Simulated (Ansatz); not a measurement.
# Effect of uniaxial strain ε_zz = −3.00 % on CdSe

Take CdSe in the wurtzite structure (space group P6_3mc, No. 186; a = 4.248 Å, c = 6.941 Å) as the base. Axes: x lies along a and z along c of the hexagonal cell.

The change: uniaxial strain ε_zz = −3.00 %, all other strain components held at zero; the atoms relax in the strained cell.

Computed with Ansatz (a program for electronic structure), LDA, PAW, cutoff 420 eV, scalar-relativistic without spin-orbit coupling. k-mesh 9×9×5 (Γ-centred); smearing 0.05 eV (Fermi–Dirac).

The volume per atom falls by 0.81 Å³ (27.11 Å³ → 26.30 Å³) and the space group is still P6_3mc (No. 186). The shortest interatomic distance shrinks by 0.024 Å, from 2.600 Å to 2.576 Å and the energy goes up by 7.0 meV/atom. The band gap increases by 0.074 eV, from 0.46 eV to 0.54 eV and the gap character remains direct at Γ. The width of the top valence band rises by 0.108 eV, from 1.88 eV to 1.98 eV and the electron mass changes from 0.047 mₑ (at Γ) to 0.050 mₑ along z, 0.054 mₑ across (at Γ). The valence-band top at Γ (three highest levels, from the VBM) changes from 0.00, 0.00, -0.07 eV to 0.00, -0.04, -0.04 eV and the stress (xx, yy, zz, yz, xz, xy; compression positive) amounts to (1.42, 1.42, 2.79, 0.00, 0.00, 0.00) GPa.

Masses are band curvatures over ±0.01 Å⁻¹ around the edge. Stability against distortions was not tested.
